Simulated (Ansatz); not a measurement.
**Ge₂Sb₂Te₅ (P-3m1, No. 164, 9 atoms in the cell; start mp-1224375)**

The numbers are results of HSE06+SOC (Ansatz, a quantum-chemistry and plane-wave program, plane waves, PAW), not measurements.

Run with plane-wave cutoff 460 eV, 6×6×2 k mesh (along the axes of the cell as run), Fermi–Dirac smearing 0.01 eV, PAW data made under PBE.

Cell (relaxed with PBE-D3(BJ)):

Ge$_{2}$Sb$_{2}$Te$_{5}$ has the trigonal space group P-3m1 (No. 164), Pearson symbol hP9. Lattice parameters: a = b = 4.2329 Å, c = 16.8320 Å, α = β = 90.00°, γ = 120.00°. Ge on 2d is coordinated by 6 Te at 2.954–2.976 Å (octahedral). Sb on 2c is coordinated by 3 Te at 2.993 Å and 3 Te at 3.161 Å (octahedral). Te1 on 1a has 6 Ge at 2.976 Å (octahedral). Te2 on 2d has 3 Ge at 2.954 Å and 3 Sb at 3.161 Å (octahedral). Te3 on 2d is coordinated by 3 Sb at 2.993 Å (trigonal pyramidal). (Neighbours: up to the widest gap in distance over summed covalent radii, below 1.35, at either atom.)

* **band gap**: 0.10 eV (on the SCF k mesh) (direct)

Note: cell and atoms aren't relaxed at this level (largest force component 0.35 eV/Å, pressure 0.9 GPa).

Computed values are for the static lattice.

A start named mp-… is a Materials Project structure, which need not be a measured phase.
